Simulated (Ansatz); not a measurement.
# A computed series for GaCuSe2: response to strain

The parent structure is GaCuSe2 in the chalcopyrite structure (space group I-42d, No. 122).

```
GaCuSe2
1.0
   -2.80390     2.80390     5.54824
    2.80390    -2.80390     5.54824
    2.80390     2.80390    -5.54824
Cu Ga Se
2 2 4
Direct
  0.75000   0.25000   0.50000
  0.00000   0.00000   0.00000
  0.25000   0.75000   0.50000
  0.50000   0.50000   0.00000
  0.12136   0.12500   0.49636
  0.62864   0.62500   0.50364
  0.37500   0.87864   0.00364
  0.87500   0.37136   0.99636
```

Cartesian axes are those of the cell as printed.

Strains are applied to the cell and any free atomic positions relax.

Method: r2SCAN (Ansatz, a first-principles code), no spin-orbit coupling, earlier PAW set.

Base values:

- Band gap = 0.57 eV

### Question
The aim is a band gap between 0.72 eV and 0.79 eV. Which of these changes reaches it?
A. isotropic strain −1.27 %
B. tensor shear ε_yz = +2.88 %
C. tensor shear ε_xy = +1.89 %

### Answer
A, isotropic strain −1.27 %. It gives 0.75 eV; tensor shear ε_yz = +2.88 % gives 0.47 eV; tensor shear ε_xy = +1.89 % gives 0.57 eV. Changes not listed may reach it too

Stability against distortions was not tested. All final runs are without spin polarisation.
